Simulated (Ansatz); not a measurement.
## Hypothetical zinc blende LuN: response to strain

Consider LuN in the zinc blende structure (space group F-43m, No. 216; a = 5.0723 Å; a hypothetical phase, not in the database extracts checked). Axes: x, y, z lie along the cube axes.

Strains are applied to the cell and any free atomic positions relax; under biaxial strain the out-of-plane vector relaxes too; under stress the whole cell relaxes.

Method: Ansatz (an electronic-structure program) PBEsol, no SOC.

Notes on the quantities. energy relative to the base: free energy F.

| variant | band gap | energy relative to the base | shortest interatomic distance |
|---|---|---|---|
| base | 2.16 eV | 0 meV/atom | 4.151 bohr |
| biaxial strain −2.53 %, plane normal [110], relaxed out of plane | 2.11 eV | +12 meV/atom | 4.099 bohr |
| biaxial strain −1.86 %, plane normal [110], relaxed out of plane | 2.12 eV | +6.8 meV/atom | 4.111 bohr |
| uniaxial strain ε_yy = +4.50 % | 1.96 eV | +16 meV/atom | 4.214 bohr |
| uniaxial strain ε_zz = +0.55 % | 2.14 eV | +0.2 meV/atom | 4.158 bohr |
| tensor shear ε_xy = −1.88 % | 2.13 eV | +4.4 meV/atom | 4.133 bohr |
| tensor shear ε_xz = +1.45 % | 2.15 eV | +2.6 meV/atom | 4.137 bohr |
| tensor shear ε_xy = −3.10 % | 2.09 eV | +12 meV/atom | 4.122 bohr |
| uniaxial stress, 5 GPa tension along x | 1.88 eV | +13 meV/atom | 4.170 bohr |

Stability under load was not tested beyond the relaxation.
